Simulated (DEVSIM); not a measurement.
Device: abrupt Si p-n junction, at 300 K.

```csv
layer (left to right),material,thickness (μm),Nd (cm⁻³),Na (cm⁻³),τn (s),τp (s)
1,Si,1.00,-,9.5e17,8.5e-6,8.5e-6
2,Si,1.60,6.2e16,-,8.5e-6,8.5e-6
```

Left contact: ohmic. Right contact: ohmic. Voltage is applied to the left contact. Recombination: SRH at mid-gap, Auger. Mobility is μmin + (μ − μmin)/(1 + (N/Nref)^α).

The device is made up for the run: typed textbook-type constants, with dimensions and the other settings drawn at random. Values at 300 K.

```
parameter           Si
-------------  -------
gap (eV)         1.124
affinity (eV)     4.05
permittivity      11.7
Nc (cm⁻³)      2.86e19
Nv (cm⁻³)       3.1e19
μn (cm²/Vs)       1417
μp (cm²/Vs)        470
μn,min              52
μp,min              45
Nref,n          9.7e16
Nref,p          2.2e17
αn                0.68
αp                0.72
Cn (cm⁶/s)     2.8e-31
Cp (cm⁶/s)     9.9e-32
```

DEVSIM, 1D drift-diffusion, Boltzmann statistics, complete ionisation; no tunnelling, impact ionisation, image-force lowering or self-heating.

Question: Tabulate band edges, carrier densities and field at -2.0 V on the left contact.

Answer: Energies count from the Fermi level of the right contact; mesh points crowd at the junctions.

| x (μm) | Ec (eV) | Ev (eV) | n (cm⁻³) | p (cm⁻³) | field (V/cm) |
|---|---|---|---|---|---|
| 0.000 | 3.034 | 1.910 | 120 | 9.5e17 | ≈ 0 |
| 0.01996 | 3.034 | 1.910 | 120 | 9.5e17 | ≈ 0 |
| 0.05261 | 3.034 | 1.910 | 120 | 9.5e17 | ≈ 0 |
| 0.1142 | 3.034 | 1.910 | 110 | 9.5e17 | ≈ 0 |
| 0.2662 | 3.034 | 1.910 | < 1e2 | 9.5e17 | ≈ 0 |
| 0.4965 | 3.034 | 1.910 | < 1e2 | 9.5e17 | ≈ 0 |
| 0.7202 | 3.034 | 1.910 | < 1e2 | 9.5e17 | ≈ 0 |
| 0.8794 | 3.034 | 1.910 | < 1e2 | 9.5e17 | ≈ 0 |
| 0.9438 | 3.034 | 1.910 | < 1e2 | 9.5e17 | ≈ 0 |
| 0.9779 | 3.030 | 1.907 | < 1e2 | 8.3e17 | -8200 |
| 0.9988 | 2.859 | 1.735 | < 1e2 | 1.1e15 | -210000 |
| 1.024 | 2.325 | 1.201 | < 1e2 | 1200000 | -200000 |
| 1.063 | 1.602 | 0.478 | < 1e2 | < 1e2 | -160000 |
| 1.134 | 0.670 | -0.454 | 1.6e8 | < 1e2 | -97000 |
| 1.313 | 0.159 | -0.965 | 6.2e16 | 110 | -110 |
| 1.586 | 0.159 | -0.965 | 6.2e16 | 480 | ≈ 0 |
| 1.974 | 0.159 | -0.965 | 6.2e16 | 1000 | ≈ 0 |
| 2.265 | 0.159 | -0.965 | 6.2e16 | 1400 | ≈ 0 |
| 2.455 | 0.159 | -0.965 | 6.2e16 | 1700 | ≈ 0 |
| 2.531 | 0.159 | -0.965 | 6.2e16 | 1800 | ≈ 0 |
| 2.573 | 0.159 | -0.965 | 6.2e16 | 1800 | ≈ 0 |
| 2.600 | 0.159 | -0.965 | 6.2e16 | 1900 | ≈ 0 |
